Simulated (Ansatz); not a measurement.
The starting structures come from a database of crystals and need not be the phases stable at ambient conditions.

 Where the default PAW files enter, the runs use the earlier of Ansatz's two default sets.

Here is the system:

```yaml
crystal:
  lattice:
    - [5.50481, 0.00000, 0.00000]
    - [0.00000, 5.76156, 0.00000]
    - [0.00000, 0.00000, 7.90194]
  atoms:
    - { symbol: La, position: [0.51636, 0.43713, 0.75000] }
    - { symbol: La, position: [0.48364, 0.56287, 0.25000] }
    - { symbol: La, position: [0.01636, 0.06287, 0.25000] }
    - { symbol: La, position: [0.98364, 0.93713, 0.75000] }
    - { symbol: Rh, position: [0.50000, 0.00000, 0.50000] }
    - { symbol: Rh, position: [0.00000, 0.50000, 0.50000] }
    - { symbol: Rh, position: [0.00000, 0.50000, 0.00000] }
    - { symbol: Rh, position: [0.50000, 0.00000, 0.00000] }
    - { symbol: O, position: [0.19367, 0.80046, 0.45053] }
    - { symbol: O, position: [0.80633, 0.19954, 0.54947] }
    - { symbol: O, position: [0.69367, 0.69954, 0.54947] }
    - { symbol: O, position: [0.30633, 0.30046, 0.45053] }
    - { symbol: O, position: [0.30633, 0.30046, 0.04947] }
    - { symbol: O, position: [0.69367, 0.69954, 0.95053] }
    - { symbol: O, position: [0.80633, 0.19954, 0.95053] }
    - { symbol: O, position: [0.19367, 0.80046, 0.04947] }
    - { symbol: O, position: [0.59743, 0.97542, 0.25000] }
    - { symbol: O, position: [0.40257, 0.02458, 0.75000] }
    - { symbol: O, position: [0.09743, 0.52458, 0.75000] }
    - { symbol: O, position: [0.90257, 0.47542, 0.25000] }
```

Space group of this cell: Pnma. The cell is taken as given; by PBEsol its mean pressure is -4.2 GPa.

Transport runs along the normal of the first two printed cell vectors.

No gap correction and no spin-orbit coupling; mid-gap values are interpolated between computed energies.

Question: State the band gap and the smallest decay constant κ at mid-gap according to PBEsol (Ansatz, a first-principles code).

Answer: Gap 0.53 eV on a 6×6×4 mesh; κ = 0.201 1/Å, at (0.167, 0.000) of the in-plane reciprocal vectors. At the zone centre, at the nearest computed energy, the slowest state has κ = 0.20 1/Å.
